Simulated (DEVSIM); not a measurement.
# Al0.35Ga0.65As/GaAs p-n heterojunction

System: Al0.35Ga0.65As/GaAs p-n heterojunction, at 300 K.

| layer (left to right) | material | thickness (μm) | Nd (cm⁻³) | Na (cm⁻³) | τn (s) | τp (s) |
|---|---|---|---|---|---|---|
| 1 | Al0.35Ga0.65As | 0.250 | - | 4.2e16 | 1.3e-9 | 1.3e-9 |
| 2 | GaAs | 2.50 | 2.7e15 | - | 1.3e-9 | 1.3e-9 |

Left contact: ohmic. Right contact: ohmic. Voltage is applied to the left contact. Recombination: SRH at mid-gap, radiative, Auger. Mobility is μmin + (μ − μmin)/(1 + (N/Nref)^α).

Constants are typed, rounded textbook-type inputs, not results; the design itself was drawn at random and stands for no fabricated device. Values at 300 K.

| parameter | Al0.35Ga0.65As | GaAs |
|---|---|---|
| gap (eV) | 1.8604 | 1.424 |
| affinity (eV) | 3.7935 | 4.07 |
| permittivity | 11.91 | 12.9 |
| Nc (cm⁻³) | 7.44e17 | 4.7e17 |
| Nv (cm⁻³) | 9e18 | 9e18 |
| μn (cm²/Vs) | 3495 | 8500 |
| μp (cm²/Vs) | 176 | 400 |
| μn,min | 500 | 500 |
| μp,min | 20 | 20 |
| Nref,n | 6e16 | 6e16 |
| Nref,p | 1.5e17 | 1.5e17 |
| αn | 0.39 | 0.39 |
| αp | 0.38 | 0.38 |
| B (cm³/s) | 2e-10 | 2e-10 |
| Cn (cm⁶/s) | 1e-30 | 1e-30 |
| Cp (cm⁶/s) | 1e-30 | 1e-30 |

Model (solved in DEVSIM): 1D drift-diffusion, Boltzmann statistics, complete ionisation; no tunnelling, impact ionisation, image-force lowering or self-heating. Band offsets follow the typed affinities; no thermionic-emission limit at abrupt steps, no polarisation charge.

```yaml
potential_step_across_the_device_at_zero_bias: 1.312 V
largest_field_in_the_device_at_zero_bias: 40000 V/cm
Dark forward voltage at 1 A/cm²: 0.978 V
Dark forward voltage at 100 A/cm²: 1.156 V
```

Dark reverse current:

```json
[
 {"V (V)": "-0.20", "J (A/cm²)": "-1.5e-9"},
 {"V (V)": "-0.50", "J (A/cm²)": "-3.1e-9"},
 {"V (V)": "-1.00", "J (A/cm²)": "-5.4e-9"},
 {"V (V)": "-1.50", "J (A/cm²)": "-7.3e-9"},
 {"V (V)": "-2.00", "J (A/cm²)": "-8.9e-9"},
 {"V (V)": "-3.00", "J (A/cm²)": "-1.2e-8"},
 {"V (V)": "-4.00", "J (A/cm²)": "-1.4e-8"},
 {"V (V)": "-5.00", "J (A/cm²)": "-1.7e-8"},
 {"V (V)": "-6.50", "J (A/cm²)": "-2.0e-8"}
]
```

Small-signal capacitance in reverse bias (quasi-static):

| V (V) | C (nF/cm²) |
|---|---|
| -0.2 | 13.4 |
| -0.5 | 12.0 |
| -1 | 10.4 |
| -1.5 | 9.24 |
| -2 | 8.45 |
| -3 | 7.36 |
| -4 | 6.63 |
| -5 | 6.07 |
| -6.5 | 5.44 |
